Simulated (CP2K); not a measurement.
CP2K run on SbAs (R3m, 2 atoms in the cell): self-consistent single point.

Method of the run: PBEsol, GPW, DZVP-MOLOPT-PBE-GTH basis, GTH-PBE potentials (POTENTIAL_UZH) in CP2K 2026.2.

The change in words: lattice scaled by 0.98. Reference geometry:
```
CELL_PARAMETERS angstrom
      4.39571     0.00000     0.00000
      2.51573     3.60464     0.00000
      2.51573     1.31207     3.35736
ATOMIC_POSITIONS crystal
  Sb 0.22910 0.22910 0.22910
  As 0.77090 0.77090 0.77090
```

Reference input (self-consistent single point, DFT PBEsol, GPW, DZVP-MOLOPT-PBE-GTH basis, GTH-PBE potentials (POTENTIAL_UZH)): CUTOFF = 400 Ry; REL_CUTOFF = 50 Ry; SMEAR/METHOD = FERMI_DIRAC; ELECTRONIC_TEMPERATURE = 1160.45 K; KPOINTS/SCHEME = MONKHORST-PACK 7 7 7; XC_FUNCTIONAL = PBE:PBESOL; Sb/BASIS_SET = DZVP-MOLOPT-PBE-GTH-q5; Sb/POTENTIAL = GTH-PBE-q5; As/BASIS_SET = DZVP-MOLOPT-PBE-GTH-q5; As/POTENTIAL = GTH-PBE-q5; METHOD = GPW; EPS_DEFAULT = 1e-10. This run's input differs from it in these lines:

```diff
@@ -66,5 +66,5 @@
     &CELL
-      A 4.39571400 0.00000000 0.00000000
-      B 2.51573300 3.60463500 0.00000000
-      C 2.51573300 1.31206900 3.35736000
+      A 4.30780000 0.00000000 0.00000000
+      B 2.46541800 3.53254200 0.00000000
+      C 2.46541800 1.28582800 3.29021200
       PERIODIC XYZ
```

The program printed (abridged):

```
 SCF WAVEFUNCTION OPTIMIZATION

  Step     Update method      Time    Convergence         Total energy    Change
     1 NoMix/Diag. 0.30E+00      -     0.47192798       -11.9483809343 -1.19E+01
     2 Broy./Diag. 0.30E+00      -     0.03988411       -11.8355363552  1.13E-01
     3 Broy./Diag. 0.30E+00      -     0.07199380       -11.8215313512  1.40E-02
     4 Broy./Diag. 0.30E+00      -     0.00558665       -11.8234426305 -1.91E-03
     5 Broy./Diag. 0.30E+00      -     0.00070681       -11.8161321054  7.31E-03
     6 Broy./Diag. 0.30E+00      -     0.00037527       -11.8155155491  6.17E-04
     7 Broy./Diag. 0.30E+00      -     0.00006297       -11.8157858118 -2.70E-04
     8 Broy./Diag. 0.30E+00      -     0.00008177       -11.8163521967 -5.66E-04
     9 Broy./Diag. 0.30E+00      -     0.00000292       -11.8164246795 -7.25E-05
    10 Broy./Diag. 0.30E+00      -     0.00000702       -11.8164581381 -3.35E-05
    11 Broy./Diag. 0.30E+00      -     0.00000095       -11.8164580085  1.30E-07
  *** SCF run converged in    11 steps ***

  Overlap energy of the core charge distribution:               0.00000000197992
  Self energy of the core charge distribution:                -25.50033458929504
  Core Hamiltonian energy:                                      5.56433516443897
  Hartree energy:                                              11.09390781585608
  Exchange-correlation energy:                                 -2.97405157486623
  Electronic entropic energy:                                  -0.00031482655053
  Fermi energy:                                                 0.22574859249904

  Total energy:                                               -11.81645800852896
  Total energy (extrapolated to T->0):                        -11.81630059525369

   [... lines left out ...]

 STRESS| Analytical stress tensor [bar]
 STRESS|                        x                   y                   z
 STRESS|      x        4.23500272892E+04  -1.00534565576E+04  -6.86492005797E+03
 STRESS|      y       -1.00534565576E+04   5.63828256699E+04  -3.58038055912E+03
 STRESS|      z       -6.86492005797E+03  -3.58038055912E+03   5.91814335016E+04
 STRESS| 1/3 Trace                                             5.26380954869E+04
```

The run converged in 11 iterations. Against the reference run the free energy rises by 27.9 meV/atom, the pressure goes from 0.70 to 5.26 GPa and the largest force goes from 0.351 to 0.772 eV/Å.

The starting cell comes from a database of computed structures (which also holds hypothetical and non-ambient phases and stackings), without a prior relaxation at this level. For this run, on top of that: lattice scaled by 0.98. Values carry the incompleteness of an atom-centred basis. The potentials were made for another functional than the one used. With a pressure of about 5 GPa the cell is away from its equilibrium volume at this level. The run gives no clean gap (levels at the Fermi energy touch, overlap or are partly filled at this smearing), which alone does not show that the compound is a metal.
